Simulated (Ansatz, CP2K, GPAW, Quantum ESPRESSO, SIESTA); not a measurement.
# One structure in several programs: Cu₃Sb (Pm-3m, 4 atoms in the cell)

Self-consistent single point.

```
CELL_PARAMETERS angstrom
      3.93904     0.00000     0.00000
      0.00000     3.93904     0.00000
      0.00000     0.00000     3.93904
ATOMIC_POSITIONS crystal
  Cu 0.50000 0.50000 0.00000
  Cu 0.00000 0.50000 0.50000
  Cu 0.50000 0.00000 0.50000
  Sb 0.00000 0.00000 0.00000
```

Shared settings, as Ansatz (an electronic-structure program) writes them: kpoints.mp_grid.grid = 8 8 8; scf.occupations.method = gaussian; scf.occupations.width = 0.0037 Ry. Potentials and cutoffs stand in the table.

```json
[
 {"code": "SIESTA", "model": "LDA PW92, numerical atomic orbitals DZP, PseudoDojo LDA standard norm-conserving potentials (rewritten from UPF to PSML)", "pressure (GPa)": "-13.42", "cutoff": "grid 300 Ry"},
 {"code": "Ansatz", "model": "LDA (PW92), PAW files made with PBE", "pressure (GPa)": "-12.10", "cutoff": "default"},
 {"code": "GPAW", "model": "LDA (Perdew-Wang 92), GPAW PAW datasets LDA (gpaw-data 1.0.1)", "pressure (GPa)": "-12.19", "cutoff": "850 eV"},
 {"code": "Quantum ESPRESSO", "model": "LDA (PZ), PSlibrary ultrasoft (LDA) pseudopotentials", "pressure (GPa)": "-12.17", "cutoff": "55 Ry"},
 {"code": "CP2K", "model": "LDA (Pade form), GPW, DZVP-MOLOPT-SR-GTH basis, GTH-PADE potentials (GTH_POTENTIALS)", "pressure (GPa)": "-10.02", "cutoff": "grid 600 Ry"}
]
```

No clean gap comes from SIESTA, Ansatz, GPAW, Quantum ESPRESSO and CP2K: levels at the Fermi energy touch, overlap or are partly filled at this smearing.

On Ansatz's run: spin-orbit coupling is off. Spin polarisation is off.

The spread over the programs that give each value: pressure within 3.40 GPa.

SIESTA and CP2K use small atom-centred bases, whose incompleteness enters pressures, forces and empty levels differently from a plane-wave cutoff. Ansatz's pressure is given at a fixed set of plane waves, as the other plane-wave codes print theirs; with its correction for the finite basis it is -12.03 GPa. The same LDA comes in different parametrisations, which differ slightly. In the pressure, SIESTA (by 1.25) and CP2K (by 2.15) lie more than 1 GPa from the median of the plane-wave programs.

The starting cell comes from a database of computed structures (which also holds hypothetical and non-ambient phases and stackings), without a prior relaxation at this level. Its lattice was rescaled by a random factor within 2.5 % of one.

Left out of this page: ABINIT and FLEUR (with a known weakness of the program); Elk (not drawn, or without a comparable value).

Keys are those of Ansatz 0.2.
